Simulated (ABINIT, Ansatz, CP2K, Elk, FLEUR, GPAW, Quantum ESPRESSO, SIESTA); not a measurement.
## CdSe (F-43m, 2 atoms in the cell) computed with different codes at matched settings

Self-consistent single point.

```yaml
crystal:
  lattice:
    - [0.00000, 3.04202, 3.04202]
    - [3.04202, 0.00000, 3.04202]
    - [3.04202, 3.04202, 0.00000]
  atoms:
    - { symbol: Cd, position: [0.00000, 0.00000, 0.00000] }
    - { symbol: Se, position: [0.75000, 0.75000, 0.75000] }
```

All programs got the same cell, k-point mesh and kind of occupations (some realise fixed ones as a very narrow smearing) (in Ansatz's words: kpoints.mp_grid.grid = 6 6 6; scf.occupations.method = fixed); potentials, basis and cutoffs are each program's usual ones.

| code | model | pressure (GPa) | gap on the mesh (eV) | k-points | cutoff |
|---|---|---|---|---|---|
| CP2K | PBE, GPW, TZVP-MOLOPT-SR-GTH basis, GTH-PBE potentials (GTH_POTENTIALS) | 3.38 | 0.592 | 112 | grid 500 Ry |
| Elk | PBE, all-electron FP-LAPW, Elk's shipped species files, APW+lo basis with extra local orbitals | – | 0.570 | 22 | rgkmax 7.5 |
| Quantum ESPRESSO | PBE, SSSP 1.1.2 efficiency (PBE) pseudopotentials | 2.21 | 0.580 | 16 | 45 Ry |
| ABINIT | PBE, PAW (JTH v2.0 PBE PAW) | 2.78 | 0.597 | 16 | 20 Ha |
| SIESTA | GGA PBE, numerical atomic orbitals DZP, PseudoDojo PBE standard norm-conserving potentials (rewritten from UPF to PSML) | 2.10 | 0.826 | 132 | grid 300 Ry |
| FLEUR | PBE, all-electron FLAPW (FLEUR), scalar-relativistic valence | – | 0.606 | 16 | Kmax 4 1/bohr |
| GPAW | PBE, GPAW PAW datasets PBE (gpaw-data 1.0.1) | 2.52 | 0.599 | 16 | 550 eV |
| Ansatz | PBE, PAW files | 2.78 | 0.605 | 16 | default |

A dash marks a value that a program does not give, or that is left out as unsure.

Gaps are read on the mesh.

The spread over the programs that give each value: pressure within 1.28 GPa; gap on the mesh within 0.256 eV.

The starting cell comes from a database of computed structures (which also holds hypothetical and non-ambient phases and stackings), without a prior relaxation at this level. Its lattice was rescaled by a random factor within 2.5 % of one.

Question: Why do the programs differ, and what cannot be compared?

Answer: Differences of this kind can come from the potentials, where these differ, and from what each basis and cutoff leave unconverged. The valence holds different numbers of electrons (CP2K 18, Quantum ESPRESSO 18, ABINIT 18, SIESTA 36, FLEUR 36, GPAW 18, Ansatz (a program for electronic structure) 36). The zero of total energies and Fermi levels follows the potentials and each program's conventions, so they are not compared here. CP2K and SIESTA use small atom-centred bases, whose incompleteness enters pressures, forces and empty levels differently from a plane-wave cutoff. Elk and FLEUR treat all electrons, but the usual bases taken here (sphere radii, linearisation, local orbitals, empty states) were not tested for convergence, so the values are no reference for the others. Ansatz's pressure is given at a fixed set of plane waves, as the other plane-wave codes print theirs. The programs reduce the same mesh by symmetry to different extents, which changes the work and not the result. In the gap, SIESTA (by 0.228) lies more than 0.12 eV from the median of the plane-wave programs.

Keys are those of Ansatz 0.2.
